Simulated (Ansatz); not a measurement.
Where the default PAW files enter, the runs use the earlier of Ansatz's two default sets.

By PBEsol, the system below comes out a metal.

The ballistic (Sharvin) conductance counts the channels at the Fermi level: G/A = (e²/h) × channels of both spins per area.

Data:

```yaml
crystal:
  lattice:
    - [3.60081, 0.00000, 0.00000]
    - [-1.80041, 6.89447, 0.00000]
    - [0.00000, 0.00000, 3.63647]
  atoms:
    - { symbol: Ti, position: [0.89688, 0.79376, 0.75000] }
    - { symbol: Ti, position: [0.10312, 0.20624, 0.25000] }
    - { symbol: Si, position: [0.55825, 0.11650, 0.75000] }
    - { symbol: Si, position: [0.44175, 0.88350, 0.25000] }
    - { symbol: Si, position: [0.24969, 0.49938, 0.75000] }
    - { symbol: Si, position: [0.75031, 0.50062, 0.25000] }
```

Space group of this cell: Cmcm. The cell is strained (all lengths scaled by 1.02); by PBEsol its mean pressure is -9.5 GPa.

The current flows along the normal of the first two printed cell vectors. No spin-orbit coupling; the value is a mean over 0.1 eV about the Fermi level.

Problem. Predict the ballistic conductance per area from PBEsol (Ansatz, an electronic-structure program).

Solution. 0.35 × 10¹⁵ S/m² for both spins.
